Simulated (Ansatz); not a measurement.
# GaAs: electrons 3.0×10^21 cm⁻³

Consider GaAs in the zinc blende structure (space group F-43m, No. 216; a = 5.6594 Å).

It is then changed as follows: electron doping at 3.0×10^21 cm⁻³ (0.136 per cell), with a uniform compensating background at fixed cell and a 300 K Fermi–Dirac width.

All numbers come from Ansatz (a first-principles code) PBEsol, scalar-relativistic without spin-orbit coupling, earlier PAW set. Γ-centred 23×23×23 mesh, Fermi–Dirac width 0.0259 eV.

```csv
quantity,base,changed,shift
gap between the host's bands,0.42 eV,0.42 eV,0.00 eV
gap character,direct at Γ,direct at Γ,–
"valley order (the lowest conduction-band minima on the path, energy above the VBM, named in the base's zone)","Γ 0.42 eV; L along ⟨111⟩ 0.92 eV; a point along ⟨100⟩, about 1.0 Å⁻¹ from Γ 1.32 eV","Γ 0.42 eV; L along ⟨111⟩ 0.90 eV; a point along ⟨100⟩, about 1.0 Å⁻¹ from Γ 1.27 eV",–
Fermi level relative to the doped band's edge (positive inside the band; to 0.05 eV),–,+1.10 eV,–
```

Final structure:

```xyz
2
Lattice="0.0000 2.8297 2.8297 2.8297 0.0000 2.8297 2.8297 2.8297 0.0000" Properties=species:S:1:pos:R:3 pbc="T T T"
As     4.2446     4.2446     4.2446
Ga     0.0000     0.0000     0.0000
```
Cell charge -0.13595.

Carriers are added with a uniform compensating background; total energy and stress of such cells depend on the potential's zero and are not compared; many-body gap narrowing is missing at this level. Whether these cells are dynamically stable was not tested.
